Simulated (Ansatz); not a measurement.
A constructed model of the (0001) surface of hcp Ti, (√3x√3)R30° surface alloy, Pd on one Ti site of the top plane (bottom of the slab: a bare face, its two planes held)

Calculation: PBE (plane waves to 420 eV, PAW; Ansatz, a program for electronic structure).

Slab: 18 atoms, 11.6 Å thick at the start; k 9x9x1, smearing 0.1 eV, dipole-corrected; 6 atoms held, the rest relaxed; held to the start's symmetry, so lower structures may exist; no spin, no spin-orbit, no U. It is one candidate, not shown to be the stable structure of the face.

```json
{
 "work_function_of_the_top_face": "4.06 eV",
 "energy_released_by_relaxation": "0.054 eV",
 "cost": "very roughly 9 core-minutes"
}
```
